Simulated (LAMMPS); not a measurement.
An MD run on Cu (fcc), 4000 atoms, at 300 K and 0 GPa, heated as the crystal.

Model: classical MD, pair style eam/alloy, file Cu_mishin1.eam.alloy, run in LAMMPS.

| r (Å) | g(r) |
|---|---|
| 2.220 | 0.000 |
| 2.260 | 0.003 |
| 2.300 | 0.031 |
| 2.340 | 0.186 |
| 2.380 | 0.733 |
| 2.420 | 2.03 |
| 2.460 | 4.13 |
| 2.500 | 6.33 |
| 2.540 | 7.73 |
| 2.580 | 7.51 |
| 2.620 | 6.12 |
| 2.660 | 4.13 |
| 2.700 | 2.40 |
| 2.740 | 1.21 |
| 2.780 | 0.528 |
| 2.820 | 0.205 |
| 2.860 | 0.064 |
| 2.900 | 0.021 |
| 2.940 | 0.006 |
| 2.980 | 0.001 |
| 3.020 | 0.001 |
| 3.060 | 0.000 |
| 3.100 | 0.000 |
| 3.140 | 0.000 |
| 3.180 | 0.000 |
| 3.220 | 0.003 |
| 3.260 | 0.005 |
| 3.300 | 0.020 |
| 3.340 | 0.056 |
| 3.380 | 0.125 |
| 3.420 | 0.263 |
| 3.460 | 0.471 |
| 3.500 | 0.809 |
| 3.540 | 1.14 |
| 3.580 | 1.41 |
| 3.620 | 1.57 |
| 3.660 | 1.52 |
| 3.700 | 1.28 |
| 3.740 | 0.943 |
| 3.780 | 0.608 |
| 3.820 | 0.346 |
| 3.860 | 0.171 |
| 3.900 | 0.073 |
| 3.940 | 0.028 |
| 3.980 | 0.010 |
| 4.020 | 0.003 |
| 4.060 | 0.004 |
| 4.100 | 0.017 |
| 4.140 | 0.055 |
| 4.180 | 0.166 |
| 4.220 | 0.416 |
| 4.260 | 0.883 |
| 4.300 | 1.68 |
| 4.340 | 2.67 |
| 4.380 | 3.64 |
| 4.420 | 4.32 |
| 4.460 | 4.38 |
| 4.500 | 3.85 |
| 4.540 | 2.91 |
| 4.580 | 1.92 |
| 4.620 | 1.09 |
| 4.660 | 0.544 |
| 4.700 | 0.239 |
| 4.740 | 0.094 |
| 4.780 | 0.033 |
| 4.820 | 0.022 |
| 4.860 | 0.048 |
| 4.900 | 0.125 |
| 4.940 | 0.288 |
| 4.980 | 0.560 |
| 5.020 | 0.935 |
| 5.060 | 1.31 |
| 5.100 | 1.58 |
| 5.140 | 1.66 |
| 5.180 | 1.49 |
| 5.220 | 1.16 |
| 5.260 | 0.795 |
| 5.300 | 0.463 |
| 5.340 | 0.244 |
| 5.380 | 0.124 |
| 5.420 | 0.086 |
| 5.460 | 0.121 |
| 5.500 | 0.254 |
| 5.540 | 0.499 |
| 5.580 | 0.885 |
| 5.620 | 1.39 |
| 5.660 | 1.91 |
| 5.700 | 2.31 |
| 5.740 | 2.48 |
| 5.780 | 2.33 |
| 5.820 | 1.92 |
| 5.860 | 1.41 |
| 5.900 | 0.890 |
| 5.940 | 0.510 |
| 5.980 | 0.256 |
| 6.020 | 0.138 |
| 6.060 | 0.114 |
| 6.100 | 0.166 |
| 6.140 | 0.277 |
| 6.180 | 0.433 |
| 6.220 | 0.586 |
| 6.260 | 0.696 |

The data show:
- state found: crystal; no diffusion seen in 30 ps
- first peak of g(r): 2.56 Å, height 7.7
- coordination number: 12.0 (counted to 3.10 Å)
